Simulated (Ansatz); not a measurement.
**A constructed model of the (111) surface of fcc Au, (√3x√3)R30° layer of Si, one a cell, on the site that continues the host's stacking (bottom of the slab: a bare face, its two planes held)**

All values below come from PBE (plane waves to 420 eV, PAW; Ansatz, an electronic-structure program).

Model: 19-atom slab, 14.0 Å thick at the start, 9x9x1 mesh, Fermi-Dirac 0.1 eV, dipole correction, 6 atoms held, the rest relaxed; held to the start's symmetry, so lower structures may exist; no spin, no spin-orbit, no U. It is one candidate, not shown to be the stable structure of the face.

* **work function of the top face**: 4.74 eV
* **energy released by relaxation**: 0.32 eV
* **cost**: around 9 core-minutes (rough)
